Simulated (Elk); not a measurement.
Band structure of TbAlCo₄ (Cmmm, 6 atoms in the cell).

```
CELL_PARAMETERS angstrom
      2.45201    -4.29828     0.00000
      2.45201     4.29828     0.00000
      0.00000     0.00000     4.01030
ATOMIC_POSITIONS crystal
  Tb 0.00000 0.00000 0.00000
  Al 0.50000 0.50000 0.50000
  Co 0.66920 0.33080 0.00000
  Co 0.33080 0.66920 0.00000
  Co 0.50000 0.00000 0.50000
  Co 0.00000 0.50000 0.50000
```
Moments meant for the start (each program seeds them in its own way; μB, in the order of the atoms Tb Al Co Co Co Co): 6.0 0.0 3.0 3.0 3.0 3.0.

Computed with Elk with PBEsol, all-electron FP-LAPW, Elk's shipped species files, default APW+lo basis.

Settings: xctype = 22; spinpol = true; rgkmax = 7; stype = 3; swidth = 0.00367493 Ha; ngridk = 4 4 5; reducebf = 0.8; rmtscf = 0.9; nempty = 10 per atom.

The starting cell comes from a database of computed structures (which also holds hypothetical and non-ambient phases and stackings), without a prior relaxation at this level. Spin-orbit coupling is off. The magnetic order is the one reached from the typed start; others were not searched systematically. With U or open f shells several self-consistent states can exist. The f electrons are in the valence without U or exact exchange, which can misplace them near the Fermi level. Spin-orbit terms, which matter for f shells, are left out. Values depend on the basis (sphere radii, cutoffs, local orbitals), which need not be converged.

Levels in eV from the Fermi level, bands 39 to 46 of the first spin channel:
```
point     39     40     41     42     43    44    45    46
-----  -----  -----  -----  -----  -----  ----  ----  ----
Γ      -0.92  -0.29  -0.17  -0.11  -0.04  0.14  0.21  0.28
X      -1.13  -1.04  -0.84  -0.80   0.09  0.21  0.23  0.26
S      -1.10  -1.08  -0.94  -0.30  -0.22  0.06  0.19  0.21
R      -1.02  -1.00  -0.76  -0.49  -0.46  0.09  0.17  0.24
A      -1.01  -0.79  -0.78  -0.31  -0.22  0.02  0.13  0.23
Z      -1.00  -0.73  -0.56  -0.09  -0.03  0.12  0.19  0.20
Y      -1.08  -0.95  -0.52  -0.02   0.11  0.19  0.22  0.29
X1     -1.13  -1.04  -0.84  -0.80   0.09  0.21  0.23  0.26
A1     -1.01  -0.79  -0.78  -0.31  -0.22  0.02  0.13  0.23
T      -0.95  -0.84  -0.73  -0.04   0.03  0.09  0.17  0.18
```

Bands cross the Fermi level along this path, so the cell is metallic at this level.

The net moment of the cell came out as 2.11 μB.
